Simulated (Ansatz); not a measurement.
Y_Si (alpha quartz host)

These are PBE, PAW (plane waves to 420 eV; Ansatz, a program for electronic structure) values and carry that method's errors. Cell: 72 sites, 2×2×2; final energies on a 2×2×2 Γ-centred mesh. Site at the start: the Si site. Charged cells carry a point-charge image correction with potential alignment at far atoms. Dielectric constants: PBE linear response of the host. Host gap at this level: 5.68 eV. Finite-size and sampling errors can reach tenths of an eV here. PBE underestimates the host's gap, which shifts levels and can delocalise carriers. Spin–orbit coupling is left out. Each state is the lowest found from its start.

Formation energies E_f are given with the Fermi level at the valence-band maximum. Chemical conditions: O-rich (Δμ(Si) = -8.33 eV, Δμ(Y) = -9.30 eV, bounded by Y2SiO5 (C2/c); only phases computed here count, gases as isolated molecules at 0 K); Si-rich (Δμ(Si) = 0.00 eV, Δμ(Y) = -3.06 eV, bounded by Y2SiO5 (C2/c); only phases computed here count, gases as isolated molecules at 0 K). Reference phases: Si: silicon, Y: hcp Y.

```
charge         moment (μB)  point group  largest move off a lattice site (Å)  image correction with alignment (eV)  E_f, O-rich (eV)  E_f, Si-rich (eV)
------  ------------------  -----------  -----------------------------------  ------------------------------------  ----------------  -----------------
+1†     not spin-polarised            –                                 0.67                                  0.44                 –                  –
0                      1.0           C2                                 0.67                                  0.00              3.43               5.51
−1      not spin-polarised           C2                                 0.68                                  0.16              4.21               6.30
```

† Not settled in this cell, so no level is given: charge +1: a level filled in part, carriers not clearly localised, level within 0.1 eV of a band edge or past it.

Point groups are those of the whole cell at tolerances of 0.03 and 0.1 Å ("near" where only the looser one holds); none is given for unsettled states.

Transition levels above the valence-band maximum: ε(0/−1) = 0.78 eV. With a charge missing or unsettled, these needn't be thermodynamic levels.

Flagged in the runs: a doubtful potential alignment, a host whose relaxation on this sampling wasn't shown to rest, a strain field that reaches the edge of the cell.

All states together cost around 100 core-minutes (rough).
